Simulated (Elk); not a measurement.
Worked example: self-consistent single point of Pb (Fm-3m, 1 atom in the cell) in Elk.

Method of the run: PBE, all-electron FP-LAPW, Elk's shipped species files, APW+lo basis with extra local orbitals run with Elk.

The change in words: lattice scaled by 0.98. Reference geometry:
```xyz
1
Lattice="0.0000 2.5232 2.5232 2.5232 0.0000 2.5232 2.5232 2.5232 0.0000" Properties=species:S:1:pos:R:3 pbc="T T T"
Pb     0.0000     0.0000     0.0000
```

Reference input (self-consistent single point, DFT, PBE, all-electron FP-LAPW, Elk's shipped species files, APW+lo basis with extra local orbitals): xctype = 20; rgkmax = 8; swidth = 0.00183747 Ha; ngridk = 11 11 11; gmaxvr = 16 1/bohr; nxlo = 2; lorbcnd = true; lmaxi = 2; maxscl = 100. This run's input differs from it in these lines:

```diff
@@ -28,5 +28,5 @@
 avec
-    0.0000000000    4.7681475090    4.7681475090
-    4.7681475090    0.0000000000    4.7681475090
-    4.7681475090    4.7681475090    0.0000000000
+    0.0000000000    4.6727843699    4.6727843699
+    4.6727843699    0.0000000000    4.6727843699
+    4.6727843699    4.6727843699    0.0000000000
```

Log, with long lists cut:

```
│ Self-consistent loop started │
│ Loop number : 1 │
 total energy                :     -20935.8377701
│ Loop number : 2 │
 total energy                :     -20935.8275185
RMS change in Kohn-Sham potential (target) :   0.1642394285     (  0.1000000000E-05)
Absolute change in total energy (target)   :   0.1025163764E-01 (  0.1000000000E-03)
│ Loop number : 3 │
 total energy                :     -20935.0937691
RMS change in Kohn-Sham potential (target) :   0.1457917363     (  0.1000000000E-05)
Absolute change in total energy (target)   :   0.7363122424     (  0.1000000000E-03)
│ Loop number : 4 │
   [... lines left out ...]
Absolute change in total energy (target)   :   0.1343036871E-02 (  0.1000000000E-03)
│ Loop number : 13 │
 total energy                :     -20928.8018272
RMS change in Kohn-Sham potential (target) :   0.7335619937E-07 (  0.1000000000E-05)
Absolute change in total energy (target)   :   0.3393707520E-03 (  0.1000000000E-03)
│ Loop number : 14 │
 total energy                :     -20928.8018265
RMS change in Kohn-Sham potential (target) :   0.2093322757E-07 (  0.1000000000E-05)
Absolute change in total energy (target)   :   0.8553772932E-04 (  0.1000000000E-03)
Convergence targets achieved

│ Loop number : 15 │

Energies :
 Fermi                       :     0.245339778979
 total energy                :     -20928.8018268

Density of states at Fermi energy :    9.264439785
 (states/Hartree/unit cell)

Estimated indirect band gap :   0.1119566438E-02
 from k-point     26 to k-point      4
Estimated direct band gap   :   0.3592757949E-01
 at k-point     55

Charges :
 core                        :    68.00000000
 valence                     :    14.00000000
 interstitial                :    1.672999366
 muffin-tins (core leakage)
  species :    1 (Pb)
   atom    1                 :    80.32700063     (  0.1193130622E-02)
 total in muffin-tins        :    80.32700063
 total calculated charge     :    81.99915436
 total charge                :    82.00000000
 error                       :   0.8456427370E-03

│ Self-consistent loop stopped │
```

The run converged in 15 iterations. The count includes the last loop, which Elk runs after its targets are met. Against the reference run the free energy rises by 15.4 meV/atom.

The starting cell comes from a database of computed structures (which also holds hypothetical and non-ambient phases and stackings), without a prior relaxation at this level. Its lattice was rescaled by a random factor within 2.5 % of one. For this run, on top of that: lattice scaled by 0.98. Spin-orbit coupling is off. Values depend on the basis (sphere radii, cutoffs, local orbitals), which need not be converged. The log's line on a gap gives a spacing of levels on this mesh, which the program prints for metals too.
